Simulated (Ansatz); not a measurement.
SnS, pressure series

The parent structure is SnS in the zinc blende structure (space group F-43m, No. 216; a = 6.416 Å; a cell from a computed database, its experimental status unchecked).

Cell and atoms are relaxed at each pressure.

Level of theory: PBEsol in Ansatz (plane waves to 420 eV, PAW, without spin-orbit coupling).

Q: Only one of these has a band gap. Which?
A. pressure −2 GPa
B. pressure 10 GPa
C. pressure −1 GPa
D. pressure 5 GPa
E. pressure 0.7 GPa

A: A, pressure −2 GPa. Computed: pressure 10 GPa: zero; pressure 5 GPa: zero; pressure −1 GPa: zero; pressure 0.7 GPa: zero; pressure −2 GPa: 0.11 eV

Load acts through the strain it causes; cell and atoms are relaxed under it. Stability against distortions was not tested. Competing high-pressure phases were not computed. All final runs are without spin polarisation. A zero or small gap of SnS can be the functional's error rather than a property of the material.

Ansatz is a program for electronic structure.
